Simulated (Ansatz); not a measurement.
**How far PBE and PBEsol part for hypothetical I4_132 As, pressure −1 GPa**

Base system: As (space group I4_132, No. 214; a = 6.9937 Å; a hypothetical phase, not in the database extracts checked).

(Cell as relaxed with PBE.)

Levels (all Ansatz, a quantum-chemistry and plane-wave program, PAW): PBE (420 eV, without spin-orbit coupling); PBEsol (420 eV, spin-orbit coupling left out).

Each level relaxes its own structure.

```tsv
base	PBE	PBEsol
volume per atom	42.76 Å³	41.10 Å³
lattice parameter a	6.994 Å	6.902 Å
band gap	zero	zero
```

Now apply this change: hydrostatic tension (pressure −1 GPa).

| quantity | PBE | PBEsol |
|---|---|---|
| shortest interatomic distance | 2.502 Å | … |
| band gap | zero | … |

Problem. Given the PBE results, estimate those of PBEsol.

Solution. 
- shortest interatomic distance, PBEsol: 2.467 Å
- band gap, PBEsol: zero

PBE's shortest interatomic distance lies 0.035 Å above PBEsol's (1.4 %); the two agree on the band gap. Neither level is exact; PBEsol is the comparison here, not a measurement.

Load acts through the strain it causes; cell and atoms are relaxed under it. Stability against distortions was not tested.
